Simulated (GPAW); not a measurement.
A self-consistent single point of TiIn (P4/mmm, 2 atoms in the cell) with GPAW.

Method: LDA (Perdew-Wang 92), GPAW PAW datasets LDA (gpaw-data 1.0.1) (plane waves; GPAW).

```yaml
crystal:
  lattice:
    - [2.96351, 0.00000, 0.00000]
    - [0.00000, 2.96351, 0.00000]
    - [0.00000, 0.00000, 4.23930]
  atoms:
    - { symbol: Ti, position: [0.50000, 0.50000, 0.50000] }
    - { symbol: In, position: [0.00000, 0.00000, 0.00000] }
```

Reference input (self-consistent single point, DFT PBEsol, plane waves, GPAW PAW datasets PBEsol (made by gpaw-setup)): mode = pw; ecut = 850 eV; xc = PBEsol; kpts = 15 15 10; mesh shift (steps) = 0 0 0; occupations.name = fermi-dirac; occupations.width = 0.1 eV; nbands = -8; convergence.density = 1e-05 e/electron; convergence.energy = 1e-05 eV/electron; symmetry.symmorphic = false; symmetry.tolerance = 0.0005. This run's input differs from it in these lines:

```diff
@@ -13,3 +13,3 @@
 calc = GPAW(mode={'name': 'pw', 'ecut': 850},
-            xc='PBEsol',
+            xc='LDA',
             kpts={'size': (15, 15, 10), 'gamma': True},
```

Its files differ too (potentials: GPAW PAW datasets LDA (gpaw-data 1.0.1)).

The program printed (abridged):

```
     iter     time        total  log10-change:
                         energy   eigst   dens
iter:   1 --:--:--   -11.819894
iter:   2 --:--:--   -11.768371   -1.39  -1.41
iter:   3 --:--:--   -11.518842   -1.33  -1.43
iter:   4 --:--:--   -11.504547   -3.07  -1.90
iter:   5 --:--:--   -11.503437   -2.32  -1.94
   [... 2 lines left out ...]
iter:   8 --:--:--   -11.478175   -4.41  -3.07
iter:   9 --:--:--   -11.478324   -5.28  -3.24
iter:  10 --:--:--   -11.477967   -4.24  -3.15
iter:  11 --:--:--   -11.478000   -5.08  -3.21
iter:  12 --:--:--   -11.477967c  -6.64  -3.78
iter:  13 --:--:--   -11.477961c  -7.29  -3.94
iter:  14 --:--:--   -11.477952c  -7.05  -3.95
iter:  15 --:--:--   -11.477939c  -6.73  -3.97
iter:  16 --:--:--   -11.477936c  -7.39  -4.03
iter:  17 --:--:--   -11.477940c  -7.11  -4.19
iter:  18 --:--:--   -11.477942c  -7.75c -4.25
iter:  19 --:--:--   -11.477938c  -7.05  -4.27
iter:  20 --:--:--   -11.477938c  -8.45c -4.84
iter:  21 --:--:--   -11.477938c  -7.85c -4.90
iter:  22 --:--:--   -11.477937c  -8.51c -5.16c
Converged after 22 iterations.

Dipole moment: (0.000000, 0.000000, 0.000000) |e|*Ang

Energy contributions relative to reference atoms: (reference = -183008.239481)

Kinetic:        +13.355936
Potential:      -10.944474
External:        +0.000000
XC:             -13.978156
Entropy (-ST):   -0.055032
Local:           +0.116272
SIC:             +0.000000
--------------------------
Free energy:    -11.505453
Extrapolated:   -11.477937

Showing only first 2 kpts
 Kpt  Band  Eigenvalues  Occupancy
  0    10      7.64526    2.00000
  0    11      8.29494    1.99874
  0    12      8.34542    1.99792
  0    13     10.80284    0.00000

  1    10      6.96623    2.00000
  1    11      8.34092    1.99801
  1    12      8.67837    1.94350
  1    13     10.74425    0.00000

Fermi level: 9.03217

No gap
No difference between direct/indirect transitions
Energy (eV): -11.477937

Forces in eV/Ang:
  0 Ti    0.00000    0.00000    0.00000
  1 In    0.00000    0.00000    0.00000

Stress tensor:
     0.030444     0.000000     0.000000
     0.000000     0.030444     0.000000
     0.000000     0.000000     0.032524
Stress (GPa, Voigt): [4.8776 4.8776 5.2108 0.     0.     0.    ]
```

The run converged in 22 iterations. GPAW prints stress with tension positive. Against the reference run the pressure goes from -1.24 to -4.99 GPa.

The starting cell comes from a database of computed structures (which also holds hypothetical and non-ambient phases and stackings), without a prior relaxation at this level. Its lattice was rescaled by a random factor within 2.5 % of one. Spin polarisation is off. With a pressure of about -5 GPa the cell is away from its equilibrium volume at this level.

Cost on one core of a shared machine: roughly 5 min.
